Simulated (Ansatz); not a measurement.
The starting structures come from a database of crystals and need not be the phases stable at ambient conditions.

 Where the default PAW files enter, the runs use the earlier of Ansatz's two default sets.

Evanescent states of MgCO₃ (R-3c, not sure to be the ambient phase, 10 atoms a cell, 9.3 Å³ an atom) along the normal of (101)

The numbers are results of PBEsol (plane waves, PAW; Ansatz, a first-principles code), not measurements.

The gap is the functional's own, uncorrected, and κ follows it; spin-orbit coupling is left out. Mid-gap values are interpolated between the computed energies.

Energies count from the valence-band top; κ is the least over a 8×6 mesh across the current.

| E (eV) | κ (1/Å) | where |
|---|---|---|
| 0.12 | 0.206 | off Γ |
| 0.34 | 0.325 | off Γ |
| 0.57 | 0.373 | Γ |
| 0.81 | 0.398 | Γ |
| 1.03 | 0.418 | Γ |
| 1.26 | 0.434 | Γ |
| 1.50 | 0.447 | Γ |
| 1.73 | 0.457 | Γ |
| 1.96 | 0.465 | Γ |
| 2.19 | 0.471 | Γ |
| 2.42 | 0.474 | Γ |
| 2.65 | 0.476 | Γ |
| 2.88 | 0.477 | Γ |
| 3.10 | 0.475 | Γ |
| 3.33 | 0.472 | Γ |
| 3.56 | 0.466 | Γ |
| 3.79 | 0.460 | Γ |
| 4.03 | 0.436 | off Γ |
| 4.25 | 0.401 | off Γ |
| 4.49 | 0.353 | off Γ |
| 4.71 | 0.281 | off Γ |
| 4.95 | 0.152 | off Γ |

### Question
How thick must the barrier be to attenuate the transmission by 10^4 when the electrodes' Fermi level lies at 4.95 eV, and what attenuation does that film give at 3.10 eV?

### Answer
d = 4 ln 10 / (2 × 0.152) = 30.3 Å. At 3.10 eV it gives 4 × 0.475/0.152 = 12.5 decades.
